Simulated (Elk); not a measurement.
Band structure of SmSiRu (P4/nmm, 6 atoms in the cell).

```
SmSiRu
1.0
    4.22108     0.00000     0.00000
    0.00000     4.22108     0.00000
    0.00000     0.00000     6.74016
Sm Si Ru
2 2 2
Direct
  0.50000   0.00000   0.68148
  0.00000   0.50000   0.31852
  0.50000   0.00000   0.17887
  0.00000   0.50000   0.82113
  0.00000   0.00000   0.00000
  0.50000   0.50000   0.00000
```
Moments meant for the start (each program seeds them in its own way; μB, in the order of the atoms Sm Sm Si Si Ru Ru): 5.0 5.0 0.0 0.0 0.0 0.0.

Method: PBEsol, all-electron FP-LAPW, Elk's shipped species files, default APW+lo basis (Elk).

Settings: xctype = 22; spinpol = true; swidth = 0.00367493 Ha; ngridk = 5 5 3; reducebf = 0.8; rmtscf = 0.9; nempty = 8 per atom; maxscl = 100.

The starting cell comes from a database of computed structures (which also holds hypothetical and non-ambient phases and stackings), without a prior relaxation at this level. Spin-orbit coupling is off. The magnetic order is the one reached from the typed start; others were not searched systematically. With U or open f shells several self-consistent states can exist. The f electrons are in the valence without U or exact exchange, which can misplace them near the Fermi level. Spin-orbit terms, which matter for f shells, are left out. Values depend on the basis (sphere radii, cutoffs, local orbitals), which need not be converged.

Levels in eV from the Fermi level, bands 41 to 48 of the first spin channel:
| point | 41 | 42 | 43 | 44 | 45 | 46 | 47 | 48 |
|---|---|---|---|---|---|---|---|---|
| Γ | -0.10 | 0.01 | 0.02 | 0.18 | 0.93 | 1.17 | 1.40 | 1.73 |
| X | -0.10 | -0.10 | -0.02 | -0.02 | 0.07 | 0.07 | 1.55 | 1.55 |
| M | -0.17 | -0.17 | -0.01 | -0.01 | 0.00 | 0.00 | 0.22 | 0.22 |
| Z | -0.09 | -0.04 | 0.10 | 0.10 | 0.40 | 1.19 | 1.49 | 2.04 |
| R | -0.12 | -0.12 | -0.10 | -0.10 | 0.89 | 0.89 | 1.00 | 1.00 |
| A | -0.15 | -0.15 | -0.15 | -0.14 | -0.01 | -0.01 | 0.44 | 0.44 |

Bands cross the Fermi level along this path, so the cell is metallic at this level.

The net moment of the cell came out as 11.97 μB.
